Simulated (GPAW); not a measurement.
A self-consistent single point of Rb (Im-3m, 1 atom in the cell) with GPAW

Method of the run: PBE, GPAW PAW datasets PBE (gpaw-data 1.0.1) (plane waves; GPAW 25.7.0).

Input:

```python
from ase import Atoms
from ase.units import GPa
from gpaw import GPAW, PW

atoms = Atoms(['Rb'],
              cell=[[-2.782625, 2.782625, 2.782625],
                    [2.782625, -2.782625, 2.782625],
                    [2.782625, 2.782625, -2.782625]],
              scaled_positions=[[0.000000, 0.000000, 0.000000]],
              pbc=True)

calc = GPAW(mode=PW(600),
            xc='PBE',
            kpts=(11, 11, 11),
            occupations={'name': 'methfessel-paxton', 'width': 0.272, 'order': 0},
            nbands=-9,
            convergence={'forces': 0.001},
            symmetry={'symmorphic': False, 'tolerance': 0.0005},
            maxiter=150)

atoms.calc = calc

energy = atoms.get_potential_energy()
print('Energy (eV):', round(energy, 6))
forces = atoms.get_forces()
print('Forces (eV/Ang):')
print(forces.round(5))
stress = atoms.get_stress()
print('Stress (GPa, Voigt):', (stress / GPa).round(4))
```

Log, with long lists cut:

```
Input parameters:
  convergence: {forces: 0.001}
  kpts: [11 11 11]
  maxiter: 150
  mode: {ecut: 600.0,
         name: pw}
  nbands: -9
  occupations: {name: methfessel-paxton,
                order: 0,
                width: 0.272}
  symmetry: {symmorphic: False,
             tolerance: 0.0005}
  xc: PBE

species:
  Rb:
    name: Rubidium
    Z: 37.0
    valence: 9
    core: 28
    charge: 0.0
    file: Rb.PBE.gz

    # Using partial waves for Rb as LCAO basis

Reference energy: -81103.352423  # eV

Spin-paired calculation

Convergence criteria:
 Maximum [total energy] change in last 3 cyles: 0.0005 eV / valence electron
 Maximum integral of absolute [dens]ity change: 0.0001 electrons / valence electron
 Maximum integral of absolute [eigenst]ate change: 4e-08 eV^2 / valence electron
 Maximum change in the atomic [forces] across last 2 cycles: 0.001 eV/Ang OR
Maximum error relative to the maximum force is below inf
 Maximum number of scf [iter]ations: 150

Symmetries present (total): 48
Symmetries with fractional translations: 0
1331 k-points: 11 x 11 x 11 Monkhorst-Pack grid
56 k-points in the irreducible part of the Brillouin zone
       k-points in crystal coordinates                weights
   0:     0.00000000    0.00000000    0.00000000          1/1331
   1:     0.09090909    0.00000000    0.00000000         12/1331
   2:     0.09090909    0.09090909   -0.09090909          6/1331
   [... 7 lines left out ...]
          ...
  55:     0.45454545    0.45454545    0.45454545          8/1331

Wave functions: Plane wave expansion
  Cutoff energy: 600.000 eV
  Number of coefficients (min, max): 2844, 2899
  Pulay-stress correction: 0.000000 eV/Ang^3 (de/decut=0.000000)

Occupation numbers: Methfessel-Paxton:
  width: 0.2720  # eV
  order: 0

Eigensolver

Densities:
  Coarse grid: 28*28*28 grid
  Fine grid: 56*56*56 grid
  Total Charge: 0.000000

Density mixing:
  Method: separate
  Backend: pulay
  Linear mixing parameter: 0.05
  old densities: 5
  Damping of long wavelength oscillations: 50

Hamiltonian:
  XC and Coulomb potentials evaluated on a 56*56*56 grid
  External potential:
    NoExternalPotential

XC parameters: PBE with 2 nearest neighbor stencil

Number of atoms: 1
Number of atomic orbitals: 5
Number of bands in calculation: 13
Number of valence electrons: 9
Bands to converge: occupied

Density initialized from atomic densities
  5 bands from LCAO basis set
  8 bands from random numbers

Atomic positions and initial magnetic moments

Positions:
   0 Rb     0.000000    0.000000    0.000000    ( 0.0000,  0.0000,  0.0000)

Unit cell:
           periodic     x           y           z      points  spacing
  1. axis:    yes   -2.782625    2.782625    2.782625    28     0.1405
  2. axis:    yes    2.782625   -2.782625    2.782625    28     0.1405
  3. axis:    yes    2.782625    2.782625   -2.782625    28     0.1405

  Lengths:   4.819648   4.819648   4.819648
  Angles:  109.471221 109.471221 109.471221

Effective grid spacing dv^(1/3) = 0.1578

     iter     time        total  log10-change:
                         energy   eigst   dens  force
iter:   1 --:--:--    -1.050776
iter:   2 --:--:--    -1.029257   -2.72  -1.34
iter:   3 --:--:--    -0.901999   -2.23  -1.37
iter:   4 --:--:--    -0.901388   -3.89  -1.81
iter:   5 --:--:--    -0.904556c  -3.47  -1.76
iter:   6 --:--:--    -0.904574c  -4.19  -2.43
iter:   7 --:--:--    -0.904880c  -4.77  -3.04
iter:   8 --:--:--    -0.904580c  -4.79  -2.79
iter:   9 --:--:--    -0.904580c  -6.54  -4.03c
iter:  10 --:--:--    -0.904580c  -7.86c -4.40c
iter:  11 --:--:--    -0.904580c  -9.16c -4.53c -24.18c

Converged after 11 iterations.

Dipole moment: (-0.000000, 0.000000, 0.000000) |e|*Ang

Energy contributions relative to reference atoms: (reference = -81103.352423)

Kinetic:         +1.525453
Potential:       -1.249109
External:        +0.000000
XC:              -1.147302
Entropy (-ST):   -0.032323
Local:           -0.017460
SIC:             +0.000000
--------------------------
Free energy:     -0.920741
Extrapolated:    -0.904580

Showing only first 2 kpts
 Kpt  Band  Eigenvalues  Occupancy
  0     2    -11.54095    2.00000
  0     3    -11.54095    2.00000
  0     4     -0.66899    2.00000
  0     5      5.10504    0.00000

  1     2    -11.54400    2.00000
  1     3    -11.54096    2.00000
  1     4     -0.56640    2.00000
  1     5      4.94806    0.00000

Fermi level: 1.37526

No gap
No difference between direct/indirect transitions
Energy (eV): -0.90458

Forces in eV/Ang:
  0 Rb    0.00000   -0.00000    0.00000

Stress tensor:
    -0.001035     0.000000     0.000000
     0.000000    -0.001035    -0.000000
     0.000000    -0.000000    -0.001035
Stress (GPa, Voigt): [-0.1659 -0.1659 -0.1659 -0.      0.      0.    ]
```

The run converged in 11 iterations. GPAW prints stress with tension positive.

The starting cell has typed, rounded lattice constants, without a prior relaxation at this level. Its lattice was rescaled by a random factor within 2.5 % of one.

Cost on one core of a shared machine: roughly 40 s.
